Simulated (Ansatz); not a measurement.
Structures of equal composition on the (0001) surface of hcp Ti: a layer of Os in place of the second plane; a layer of Os in place of the third plane. The slabs share one bottom face, and each structure is named by its start. These are constructed structures in small cells; real faces may alloy, dewet or reconstruct in larger ones, and not all known structures of the face are among them. Slabs of about 12 Å with all that they carry, Fermi-Dirac smearing of 0.1 eV. Bottom of the slabs: a bare face, its two planes held. Relaxed from the named starts with such symmetry as they have, on meshes of like density; energies extrapolated to zero smearing; no spin-orbit coupling, no U. Spin-polarised runs, if any, are marked in brackets, and their order is one that fits the cell; the others ran without spin.

Computed with PBE (plane waves to 420 eV, PAW; Ansatz, a first-principles code).

### Question
Rank these by energy per 1x1 cell (lowest first), as PBE gives it.

### Answer
a layer of Os in place of the third plane (0.000 eV), a layer of Os in place of the second plane (0.069 eV)
